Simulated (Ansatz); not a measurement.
Amorphous cells of Hf, O, Si: the gap between the highest filled and lowest empty level at the zone centre, by PBE and by a single point of r2SCAN on the same geometry (PBE, scalar-relativistic without spin-orbit coupling (plane waves to 420 eV, PAW; Ansatz, a program for electronic structure); r2SCAN at 500 eV). The networks come from melt-quench runs on the CHGNet potential at compositions and starting densities chosen by hand, with anions pushed apart in the CHGNet dynamics, and DFT then relaxed them. The cells are small and were quenched far faster than real films, so single cells scatter. Defect or tail levels can set these gaps. The rows are the first to finish with both values and no moments.

| cell | PBE gap x (eV) | r2SCAN gap y (eV) |
|---|---|---|
| A (Hf14O35Si4, 7.44 g/cm3) | 1.22 | 1.39 |
| B (Si20O47Hf4, 3.20 g/cm3) | 2.87 | 3.27 |
| C (Hf6Si18O48, 3.59 g/cm3) | 3.95 | 4.39 |
| D (Hf18O38Si, 8.61 g/cm3) | 4.01 | 4.50 |
| E (Hf9Si21O60, 4.31 g/cm3) | 4.22 | 4.69 |
| F (Hf10Si10O40, 5.35 g/cm3) | 4.38 | withheld |
| G (Hf6Si14O40, 4.35 g/cm3) | 4.58 | 5.11 |
| H (Si24O50Hf, 2.49 g/cm3) | 5.03 | 5.71 |

### Question
Fit a straight line through the 7 full rows and predict the withheld value for F (Hf10Si10O40, 5.35 g/cm3).

### Answer
Means: x = 3.697, y = 4.151. Slope = Σ(Δx Δy) / Σ(Δx²) = 10.94 / 9.812 = 1.12; the r.m.s. residual is 0.040. Prediction: 4.151 + 1.12 × (4.38 − 3.697) = 4.91. The run gave 4.86, 0.05 below the line.
